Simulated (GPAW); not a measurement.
## Worked example: self-consistent single point of Ge (P6_3/mmc, 4 atoms in the cell) in GPAW

Level of theory: LDA (Perdew-Wang 92), GPAW PAW datasets LDA (gpaw-data 1.0.1) (plane waves; GPAW 25.7.0).

Input:

```python
from ase import Atoms
from ase.units import GPa
from gpaw import GPAW, PW, FermiDirac

atoms = Atoms(['Ge', 'Ge', 'Ge', 'Ge'],
              cell=[[3.977602, 0.000000, 0.000000],
                    [-1.988801, 3.444704, 0.000000],
                    [0.000000, 0.000000, 6.566383]],
              scaled_positions=[[0.666667, 0.333333, 0.062900],
                                [0.333333, 0.666667, 0.937100],
                                [0.333333, 0.666667, 0.562900],
                                [0.666667, 0.333333, 0.437100]],
              pbc=True)

calc = GPAW(mode=PW(600),
            xc='LDA',
            kpts=(5, 5, 3),
            occupations=FermiDirac(0.1),
            nbands=-8,
            convergence={'density': 1e-05},
            symmetry={'symmorphic': False, 'tolerance': 0.0005},
            maxiter=120)

atoms.calc = calc

energy = atoms.get_potential_energy()
print('Energy (eV):', round(energy, 6))
forces = atoms.get_forces()
print('Forces (eV/Ang):')
print(forces.round(5))
stress = atoms.get_stress()
print('Stress (GPa, Voigt):', (stress / GPa).round(4))
```

Output, abridged:

```
Input parameters:
  convergence: {density: 1e-05}
  kpts: [5 5 3]
  maxiter: 120
  mode: {ecut: 600.0,
         name: pw}
  nbands: -8
  occupations: {fixmagmom: False,
                name: fermi-dirac,
                width: 0.1}
  symmetry: {symmorphic: False,
             tolerance: 0.0005}

species:
  Ge:
    name: Germanium
    Z: 32.0
    valence: 4
    core: 28
    charge: 0.0
    file: Ge.LDA.gz

    # Using partial waves for Ge as LCAO basis

Reference energy: -228071.270857  # eV

Spin-paired calculation

Convergence criteria:
 Maximum [total energy] change in last 3 cyles: 0.0005 eV / valence electron
 Maximum integral of absolute [dens]ity change: 1e-05 electrons / valence electron
 Maximum integral of absolute [eigenst]ate change: 4e-08 eV^2 / valence electron
 Maximum number of scf [iter]ations: 120

Symmetries present (total): 24
Symmetries with fractional translations: 12
75 k-points: 5 x 5 x 3 Monkhorst-Pack grid
10 k-points in the irreducible part of the Brillouin zone
       k-points in crystal coordinates                weights
   0:     0.00000000    0.00000000    0.00000000          1/75
   1:     0.00000000    0.00000000    0.33333333          2/75
   2:     0.20000000    0.00000000    0.00000000          6/75
   [... 7 lines left out ...]

Wave functions: Plane wave expansion
  Cutoff energy: 600.000 eV
  Number of coefficients (min, max): 2984, 3012
  Pulay-stress correction: 0.000000 eV/Ang^3 (de/decut=0.000000)

Occupation numbers: Fermi-Dirac:
  width: 0.1000  # eV

Eigensolver

Densities:
  Coarse grid: 24*24*40 grid
  Fine grid: 48*48*80 grid
  Total Charge: 0.000000

Density mixing:
  Method: separate
  Backend: pulay
  Linear mixing parameter: 0.05
  old densities: 5
  Damping of long wavelength oscillations: 50

Hamiltonian:
  XC and Coulomb potentials evaluated on a 48*48*80 grid
  External potential:
    NoExternalPotential

Number of atoms: 4
Number of atomic orbitals: 16
Number of bands in calculation: 16
Number of valence electrons: 16
Bands to converge: occupied

Density initialized from atomic densities
  16 bands from LCAO basis set

Atomic positions and initial magnetic moments

Positions:
   0 Ge     1.988803    1.148234    0.413025    ( 0.0000,  0.0000,  0.0000)
   1 Ge    -0.000002    2.296470    6.153358    ( 0.0000,  0.0000,  0.0000)
   2 Ge    -0.000002    2.296470    3.696217    ( 0.0000,  0.0000,  0.0000)
   3 Ge     1.988803    1.148234    2.870166    ( 0.0000,  0.0000,  0.0000)

Unit cell:
           periodic     x           y           z      points  spacing
  1. axis:    yes    3.977602    0.000000    0.000000    24     0.1435
  2. axis:    yes   -1.988801    3.444704    0.000000    24     0.1435
  3. axis:    yes    0.000000    0.000000    6.566383    40     0.1642

  Lengths:   3.977602   3.977602   6.566383
  Angles:   90.000000  90.000000 120.000003

Effective grid spacing dv^(1/3) = 0.1575

     iter     time        total  log10-change:
                         energy   eigst   dens
iter:   1 --:--:--   -20.814769
iter:   2 --:--:--   -20.795861   -2.47  -0.88
iter:   3 --:--:--   -20.737004   -1.70  -0.90
iter:   4 --:--:--   -20.631275   -3.08  -1.12
iter:   5 --:--:--   -20.637575   -4.20  -1.47
iter:   6 --:--:--   -20.598296   -2.92  -1.44
iter:   7 --:--:--   -20.598342   -4.50  -3.04
iter:   8 --:--:--   -20.598330c  -5.71  -3.11
iter:   9 --:--:--   -20.598348c  -6.33  -3.05
iter:  10 --:--:--   -20.598346c  -7.64c -3.82
iter:  11 --:--:--   -20.598345c  -7.70c -3.91
iter:  12 --:--:--   -20.598347c  -8.28c -4.15
iter:  13 --:--:--   -20.598347c  -9.46c -5.25c

Converged after 13 iterations.

Dipole moment: (0.000000, -0.000000, 0.000000) |e|*Ang

Energy contributions relative to reference atoms: (reference = -228071.270857)

Kinetic:        +53.466248
Potential:      -47.856232
External:        +0.000000
XC:             -26.205489
Entropy (-ST):   -0.018163
Local:           +0.006208
SIC:             +0.000000
--------------------------
Free energy:    -20.607429
Extrapolated:   -20.598347

Showing only first 2 kpts
 Kpt  Band  Eigenvalues  Occupancy
  0     6      5.64158    1.44326
  0     7      5.77364    0.81804
  0     8      5.91881    0.27894
  0     9      5.91887    0.27880

  1     6      5.34291    1.96182
  1     7      5.34296    1.96180
  1     8      6.00268    0.13094
  1     9      6.92516    0.00001

Fermi level: 5.73684

No gap
No difference between direct/indirect transitions
Energy (eV): -20.598347

Forces in eV/Ang:
  0 Ge    0.00000   -0.00000    0.01961
  1 Ge    0.00000    0.00000   -0.01961
  2 Ge    0.00000    0.00000    0.01961
  3 Ge   -0.00000   -0.00000   -0.01961

Stress tensor:
     0.001159     0.000000     0.000000
     0.000000     0.001159     0.000000
     0.000000     0.000000     0.007045
Stress (GPa, Voigt): [0.1857 0.1857 1.1287 0.     0.     0.    ]
```

The run converged in 13 iterations. GPAW prints stress with tension positive.

The starting cell comes from a database of computed structures (which also holds hypothetical and non-ambient phases and stackings), without a prior relaxation at this level. Its lattice was rescaled by up to half a per cent.
